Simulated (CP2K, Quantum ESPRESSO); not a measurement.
A CP2K input for a self-consistent single point of the (001) slab of NaCl (cut from a parent of space group no. 225; 8 atoms in the cell) (DFT PBEsol, GPW, DZVP-MOLOPT-SR-GTH basis, GTH-PBE potentials (GTH_POTENTIALS)):

```
&GLOBAL
  PROJECT run
  RUN_TYPE ENERGY_FORCE
  PRINT_LEVEL MEDIUM
&END GLOBAL
&FORCE_EVAL
  METHOD Quickstep
  STRESS_TENSOR ANALYTICAL
  &DFT
    BASIS_SET_FILE_NAME BASIS_MOLOPT
    POTENTIAL_FILE_NAME GTH_POTENTIALS
    &QS
      METHOD GPW
      EPS_DEFAULT 1E-11
    &END QS
    &MGRID
      CUTOFF 950
      REL_CUTOFF 50
      NGRIDS 5
    &END MGRID
    &SCF
      SCF_GUESS ATOMIC
      EPS_SCF 1E-6
      MAX_SCF 100
      ADDED_MOS 11
      &DIAGONALIZATION
        ALGORITHM STANDARD
      &END DIAGONALIZATION
      &MIXING
        METHOD BROYDEN_MIXING
        ALPHA 0.3
        NBUFFER 12
        BETA 1
      &END MIXING
      &SMEAR ON
        METHOD FERMI_DIRAC
        ELECTRONIC_TEMPERATURE [K] 1160.45
      &END SMEAR
    &END SCF
    &KPOINTS
      SCHEME MONKHORST-PACK 6 6 1
      GAMMA_CENTERED T
    &END KPOINTS
    &XC
      &XC_FUNCTIONAL
        &PBE
          PARAMETRIZATION PBESOL
        &END PBE
      &END XC_FUNCTIONAL
    &END XC
    &PRINT
      &MO
        EIGENVALUES T
        OCCUPATION_NUMBERS T
        NDIGITS 8
        FILENAME mo
        &EACH
          QS_SCF 0
        &END EACH
        ADD_LAST NUMERIC
      &END MO
      &MULLIKEN ON
      &END MULLIKEN
    &END PRINT
  &END DFT
  &SUBSYS
    &CELL
      ABC 3.86645000 5.46798603 20.38220000
      ALPHA_BETA_GAMMA 90.00000000 90.00000000 135.00000000
      PERIODIC XYZ
    &END CELL
    &COORD
      SCALED
      Cl       0.00000000     0.50000000     0.43146000
      Cl       0.00000000     0.00000000     0.29437500
      Cl       0.00000000     0.50000000     0.70562500
      Cl       0.00000000     0.00000000     0.56854500
      Na       0.00000000     0.00000000     0.43146000
      Na       0.00000000     0.50000000     0.29437500
      Na       0.00000000     0.00000000     0.70562500
      Na       0.00000000     0.50000000     0.56854500
    &END COORD
    &KIND Cl
      BASIS_SET DZVP-MOLOPT-SR-GTH
      POTENTIAL GTH-PBE-q7
    &END KIND
    &KIND Na
      BASIS_SET DZVP-MOLOPT-SR-GTH
      POTENTIAL GTH-PBE-q9
    &END KIND
  &END SUBSYS
  &PRINT
    &FORCES ON
    &END FORCES
    &STRESS_TENSOR ON
    &END STRESS_TENSOR
  &END PRINT
&END FORCE_EVAL
```

**Question.** Write the same calculation as an input for Quantum ESPRESSO.

**Answer.** This is the input that was run; spellings and numerical settings could be chosen otherwise.

```fortran
&CONTROL
   calculation = 'scf'
   prefix = 'run'
   outdir = './tmp'
   pseudo_dir = './'
   tprnfor = .true.
   tstress = .true.
/
&SYSTEM
   ibrav = 6
   celldm(1) = 7.306531575
   celldm(3) = 5.27155400949
   nat = 8
   ntyp = 2
   ecutwfc = 40
   ecutrho = 200
   occupations = 'smearing'
   smearing = 'fd'
   degauss = 0.0073499
/
&ELECTRONS
   conv_thr = 1.0d-10
   mixing_beta = 0.4
   mixing_mode = 'local-TF'
/
ATOMIC_SPECIES
Cl    35.4500  cl_pbesol_v1.4.uspp.F.UPF
Na    22.9898  na_pbesol_v1.5.uspp.F.UPF
ATOMIC_POSITIONS {crystal}
Cl   -0.500000000    0.500000000    0.431460000
Cl    0.000000000    0.000000000    0.294375000
Cl   -0.500000000    0.500000000    0.705625000
Cl    0.000000000    0.000000000    0.568545000
Na    0.000000000    0.000000000    0.431460000
Na   -0.500000000    0.500000000    0.294375000
Na    0.000000000    0.000000000    0.705625000
Na   -0.500000000    0.500000000    0.568545000
K_POINTS {automatic}
6 6 1  0 0 0
```

Basis settings and potentials, where a program has them, do not carry over. This input uses DFT, PBEsol, plane waves, GBRV 1.5 ultrasoft (PBESOL) pseudopotentials.

The starting cell comes from a database of computed structures (which also holds hypothetical and non-ambient phases and stackings), without a prior relaxation at this level. The slab is cut from that crystal, and its faces are unrelaxed. Its lattice was rescaled in the plane by a random factor within 2.5 % of one.
